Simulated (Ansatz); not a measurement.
Take Mo in the bcc (W type) structure (space group Im-3m, No. 229; a = 3.1612 Å; relaxed with 0.1 eV smearing) as the base. Axes: x, y, z lie along the cube axes.

All numbers come from PBE (Ansatz, an electronic-structure program; PAW; 420 eV plane waves; without spin-orbit coupling), earlier PAW set.

Now apply this change: every lattice vector is shortened by 2.41 %; the atoms relax in the strained cell.

Q: Predict the stress tensor and what it implies for the stiffness.

A: Stress of the strained cell less that of the base (GPa, compression positive):
```
   22.1     0.0     0.0
    0.0    22.1     0.0
    0.0     0.0    22.1
```

Then B = −ΔP/(ΔV/V₀) with ΔV/V₀ = -0.0706 gives secant stiffness values (nonlinear terms included at this strain): B ≈ 313 GPa.

As a check, the harmonic strain energy −½ V₀ Δσ:ε is 79 meV/atom; the computed energy rise is 72 meV/atom.

No phonon test of stability was made. All final runs are without spin polarisation.
